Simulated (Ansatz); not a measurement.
The parent structure is TiSi$_{2}$ (space group Fddd, No. 70; a = 4.760 Å, b = 8.180 Å, c = 8.500 Å). Axes: x, y, z lie along a, b, c of the conventional cell.

Level of theory: Kohn–Sham DFT with the PBEsol functional, run in Ansatz (a first-principles code) with PAW and 420 eV plane waves, no spin-orbit coupling.

Before the change:

The pressure comes out as 0.0 GPa and the band gap comes out as zero.

One thing is altered: the symmetric strain tensor [0.0031 0.0031 -0.0016; 0.0031 0.0013 0.0092; -0.0016 0.0092 0.0067], atoms relaxed at fixed cell.

What does the calculation give for the pressure after the change?

The pressure (mean of the normal stresses, compression positive) goes from zero to -1.8 GPa.

Estimate the effect on the band gap.

The band gap is still zero.

What happens to the energy relative to the base?

The energy increases by 2.5 meV/atom.

Without a gap, meshes like the base's 13×13×13 leave anisotropic stresses uncertain by several tenths of a GPa, and small strain energies with them. No phonon test of stability was made. All final runs are without spin polarisation.
